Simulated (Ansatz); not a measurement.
# SnS2 (model structure, started from the rutile type, P4₂/mnm, No. 136, 6 atoms in the cell): properties by level of theory

```json
[
 {"level (code)": "PBE (Ansatz)", "lattice parameter a (Å)": "6.193", "c axis length (Å)": "3.811"},
 {"level (code)": "PBEsol (Ansatz)", "lattice parameter a (Å)": "6.068", "c axis length (Å)": "3.789"},
 {"level (code)": "PBE-D3(BJ) (Ansatz)", "lattice parameter a (Å)": "6.062", "c axis length (Å)": "3.815"}
]
```

Ansatz's density-functional and Hartree–Fock values are scalar-relativistic unless marked +SOC, with PAW data made under PBE.

Computed values are for the static lattice.

A model structure was made by putting elements into a prototype or built by hand; it is no filed structure, need not be a known phase, and can be a saddle point held by its symmetry.

Ansatz is a quantum-chemistry and plane-wave program.
